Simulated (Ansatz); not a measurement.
## Ti: biaxial strain −4.32 %, plane normal [001], relaxed out of plane

The parent structure is Ti in the hcp (Mg type) structure (space group P6_3/mmc, No. 194; a = 2.9359 Å, c = 4.6364 Å). Axes: x lies along a and z along c of the hexagonal cell.

The change: biaxial strain −4.32 %, plane normal [001], relaxed out of plane (Cartesian); in-plane vectors clamped, the third vector and the atoms free.

Calculations: r2SCAN in Ansatz (plane waves to 500 eV, PAW, scalar-relativistic without spin-orbit coupling). Γ-centred 18×18×10 mesh, Fermi–Dirac width 0.05 eV.

The volume per atom decreases by 0.90 Å³, from 17.30 Å³ to 16.40 Å³ and the space group stays P6_3/mmc (No. 194). The shortest interatomic distance shrinks by 0.063 Å (2.872 Å → 2.809 Å) and the band gap stays zero. The out-of-plane strain amounts to +3.55 % (rough).

Without a gap, meshes like the base's 18×18×10 leave anisotropic stresses uncertain by several tenths of a GPa, and small strain energies with them. No phonon test of stability was made. The final runs are not spin-polarised.

Ansatz is a program for electronic structure.
